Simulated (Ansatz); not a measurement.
Li (Im-3m), PBE, DFPT electron-phonon coupling, linearised Boltzmann equation in Ansatz (a program for electronic structure): Condition of this run: functional PBE. phonon-limited resistivity 11.2 μΩ·cm at 300 K, Drude plasma energy 6.72 eV.

Question: What Drude relaxation time do resistivity and plasma energy imply?

Answer: ω_p = 1.02e16 s⁻¹, so τ = 1/(ε₀ ω_p² ρ) = 9.67 fs, a damping ħ/τ of 68.0 meV.

Question: What is the classical skin depth at 10 GHz (nonmagnetic, μ₀ = 1.257×10⁻⁶ H/m)?

Answer: δ = √(ρ/(π f μ₀)) = 1680 nm.

A metal at this level (no band gap). Only scattering by harmonic phonons is included (no impurities, grain boundaries, electron-electron scattering or thermal expansion). Spin-orbit coupling is left out. The squared frequency of the phonon mode least converged on the k mesh is uncertain by about 14 %. Halving the electron mesh (36x36x36) moves the resistivity by up to 1 % at 300 K. Smearing 0.20 eV; phonons on a 6x6x6 q mesh, which this run doesn't test.
